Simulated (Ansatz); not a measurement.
The starting structures come from a database of crystals and need not be the phases stable at ambient conditions.

 Where the default PAW files enter, the runs use the earlier of Ansatz's two default sets.

The decay constant κ of evanescent states in the gap governs leakage through a thin film.

Input:

```
NiSrF6
1.0
    4.65614     0.00000     0.00000
   -1.52727     5.82370     0.00000
   -0.76364     2.91185     3.55213
Sr Ni F
1 1 6
Cartesian
  1.56443   2.91185   0.00000
  0.00000   0.00000   0.00000
  0.36998   3.52320   2.32363
  1.99525   5.21236   1.22850
 -0.39366   6.43505   1.22850
  2.75889   2.30051   2.32363
  3.91533   1.61841   0.00000
 -0.78646   4.20530   0.00000
```

Space group of this cell: R-3m. The cell is taken as given.

Transport runs along the normal of the first two printed cell vectors, the (110) plane of the conventional cell.

The gap is the functional's own. No spin-orbit coupling. Mid-gap values are interpolated on the energy grid.

Q: Give the band gap and the smallest decay constant κ at mid-gap that r2SCAN (Ansatz, a quantum-chemistry and plane-wave program) yields.

A: Gap 2.06 eV on a 8×8×8 mesh; κ = 0.459 1/Å, at the zone centre.
